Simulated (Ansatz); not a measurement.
## Input and output of a self-consistent single point for PdS (F-43m, 2 atoms in the cell) (Ansatz)

Method: PBE (plane waves, PAW; Ansatz, a program for electronic structure).

Input:

Ansatz 0.2 input:
```yaml
crystal:
  lattice:
    - [0.000000, 2.723248, 2.723248]
    - [2.723248, 0.000000, 2.723248]
    - [2.723248, 2.723248, 0.000000]
  atoms:
    - { symbol: S, position: [0.250000, 0.250000, 0.250000] }
    - { symbol: Pd, position: [0.000000, 0.000000, 0.000000] }
basis:
  ecutwfc: 30.9 Ry
kpoints:
  mp_grid: { grid: [10, 10, 10] }
hamiltonian:
  xc: pbe
  pseudopotentials: { kind: paw }
scf:
  occupations: { method: cold, width: 0.0073 Ry }
output:
  forces: true
  eigenvalues: true
  stress: true
```

Output (repeated stretches shortened):

```
WARN ansatz: RAYON_NUM_THREADS=1 ignored (pool sized by the plan → 1); use --threads N
Pseudopotentials: kind: paw
Pseudopotential: S, paw, valence charge 6
Pseudopotential: Pd, paw, valence charge 18
Crystal: 2 atoms, lattice volume = 40.392 Å³
Basis set: ecut = 420.4159175005146 eV, 749 PW (Γ), exchange–correlation on 54×54×54 points (8 copies of the dense FFT grid, shifted against one another)
Bands: 16, of which v1, the nominal top of the filled ones, is band 12 counted from 1 (11 counted from 0)
Symmetry: 24 space group operations
Space group: F-43m (ITA 216), of the structure as read, at distance tolerance 3.4e-5 Å
k-points: 47 of 1000 (time reversal used)
Initial density: superposition of atomic densities (neutral atoms: chi_scale 0, normalization atom), corrected by the library's trained network
Initial wavefunctions: pseudopotential atomic-orbital guess
Eigensolver: davidson
Functional: x = pbe(κ = 0.804, μ = 0.2195149727645171), c = pbe(β = 0.06672455060314922)
SCF iter   1: F=—  HF=-7875.123247 eV  |F-HF|=—  |Δ(HF+E_count)|=         —  Δρ=3.43e-3  dr2=3.02e-3  ethr=1.77e-3  ⟨swp⟩=5.1  Hψ=3928  notcnv=0
all-band conjugate gradients solve this SCF's bands
preconditioner: auto → LDOS
SCF iter   2: F=—  HF=-7875.123676 eV  |F-HF|=—  |Δ(HF+E_count)|=   4.29e-4  S|Δr|=    0.00e0  Δρ=7.86e-4  dr2=4.14e-4  ethr=1.26e-5  ⟨swp⟩=2.5  Hψ=1452  notcnv=0
SCF iter   3: F=—  HF=-7875.123629 eV  |F-HF|=—  |Δ(HF+E_count)|=   4.72e-5  S|Δr|=    0.00e0  Δρ=2.49e-4  dr2=3.25e-5  ethr=1.73e-6  ⟨swp⟩=1.1  Hψ=767  notcnv=0
SCF iter   4: F=—  HF=-7875.123630 eV  |F-HF|=—  |Δ(HF+E_count)|=   1.01e-6  S|Δr|=    0.00e0  Δρ=3.01e-5  dr2=3.39e-7  ethr=1.35e-7  ⟨swp⟩=2.4  Hψ=1024  notcnv=0
SCF iter   5: F=—  HF=-7875.123630 eV  |F-HF|=—  |Δ(HF+E_count)|=   5.52e-8  S|Δr|=    0.00e0  Δρ=2.32e-5  dr2=1.61e-7  ethr=4.17e-10  ⟨swp⟩=6.6  Hψ=3523  notcnv=0
SCF iter   6: F=-7875.123630 eV  HF=-7875.123630 eV  |F-HF|=1.18e-9  |Δ(HF+E_count)|=   3.64e-8  S|Δr|=    0.00e0  Δρ=2.21e-6  dr2=2.56e-9  ethr=4.17e-10  ⟨swp⟩=4.3  Hψ=2565  notcnv=0
SCF 1 converged in 6 iterations: F = -7875.123630 eV  dr2 = 2.56e-9
SCF converged after 6 iterations
Stability not checked (fill_not_monotonic)
Free energy (F): -7875.123630 eV
Harris-Foulkes:  -7875.123630 eV  (|F-HF|=1.18e-9)
Internal energy: -7875.122443 eV  (E = F + TS)
E sigma→0 (E₀):  -7875.123234 eV
Entropy (-TS):   -0.001187 eV (-0.593 meV/atom)
Fermi energy:    9.786315 eV
--- Per-component energies (eV) ---
  E_band       = -309.466454
  E_kinetic    = 618.547757
  E_local      = -2885.104779  (includes V_loc(G=0)·N_el)
  E_nonlocal   = 245.900945
  E_hartree    = 1171.459990
  E_xc         = -264.493226
  E_vxc        = -297.374331  (∫ρ·V_xc dr)
  E_paw        = -4350.560363  (= ΣΔE_a)
  E_vpaw       = -334.354207  (= ΣTr[D̂ρ^β])
  E_aug_tail   = 0.000211  (compensation charges beyond the density's cutoff)
  E_ewald      = -2410.872979
  E_smearing   = -0.001187  (= −TS)
  E_closure    = 0.000000  (closes the sum)
  Σ components = -7875.123630   (vs F -7875.123630, Δ=0.00e0)
--- Forces (eV/Å), atoms counted from 1 ---
  atom   1  S     -0.00000000    -0.00000000    -0.00000000
  atom   2  Pd    -0.00000000     0.00000000     0.00000000
  max |Σ_I F_I| component: 2.22e-16 eV/Å
--- Stress (GPa, compression-positive) ---
       -0.957439       0.000000       0.000000
        0.000000      -0.957439      -0.000000
        0.000000      -0.000000      -0.957439
  P = ⅓ Tr σ = -0.9574 GPa (-9.574 kbar)
  The stress holds the Pulay correction. Without it, at fixed plane waves, as pw.x and ABINIT print it: P = -0.9911 GPa
--- Band table (eV; the first three rows and the last of 47) ---
  k-point 0: bands = ["-74.8961", "-40.6317", "-40.6317", "-40.6317", "-4.2042", "4.4617", "4.4617", "4.4617", "6.9771", "6.9771", "11.6606", "11.6606", "11.6606", "12.1243", "17.3422", "17.3422"]
  k-point 1: bands = ["-74.8961", "-40.6325", "-40.6319", "-40.6319", "-4.1449", "4.4152", "4.4997", "4.4997", "6.9663", "6.9663", "11.0014", "11.5449", "11.5449", "12.6944", "17.1390", "17.4994"]
  k-point 2: bands = ["-74.8960", "-40.6346", "-40.6322", "-40.6322", "-3.9860", "4.3293", "4.5955", "4.5955", "6.9577", "6.9577", "9.9428", "11.2347", "11.2347", "13.4720", "16.8718", "17.8361"]
  k-point 46: bands = ["-74.8957", "-40.6385", "-40.6363", "-40.6350", "-3.3315", "4.3674", "5.1030", "5.5224", "6.8667", "7.2861", "7.5526", "8.0942", "9.2843", "16.0047", "17.1161", "18.6415"]
```

The run converged in 6 iterations.

The starting cell was generated: these elements placed on a structure prototype, without a prior relaxation; it need not be a known phase or ordering of this composition. Its lattice was rescaled by a random factor within 2.5 % of one. Spin polarisation is off. Ansatz's pressure includes its estimate of the finite-basis (Pulay) stress.
